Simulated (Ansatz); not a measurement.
The parent structure is CsPbBr₃ in the cubic perovskite structure (space group Pm-3m, No. 221; a = 5.872 Å). Axes: x, y, z lie along the cube axes.

Computed with PBEsol/PAW in Ansatz (a program for electronic structure), spin-orbit coupling left out.

For the base:

The valley order is R along ⟨111⟩ 1.43 eV; Γ 2.88 eV.

Now apply this change: uniaxial strain ε_zz = +0.60 %, all other strain components held at zero, atoms relaxed at fixed cell.

### Question
What does the calculation give for the stress after the change?

### Answer
The stress (xx, yy, zz, yz, xz, xy; compression positive) is (-0.04, -0.04, -0.30, 0.00, 0.00, 0.00) GPa.

### Question
Predict the new valley order.

### Answer
The valley order (the lowest conduction-band minima on the path, energy above the VBM, named in the base's zone) becomes R along [111] 1.43 eV; Γ 2.91 eV (base: R along ⟨111⟩ 1.43 eV; Γ 2.88 eV).

With Pb present, leaving out spin-orbit coupling can change the band edges. The levels and masses belong to the bands next to the band gap. Whether these cells are dynamically stable was not tested. Many cubic perovskites are stable only at high temperature; tilts and polar distortions were not tested. This is not the structure that CsPbBr3 has at room temperature and ambient pressure.
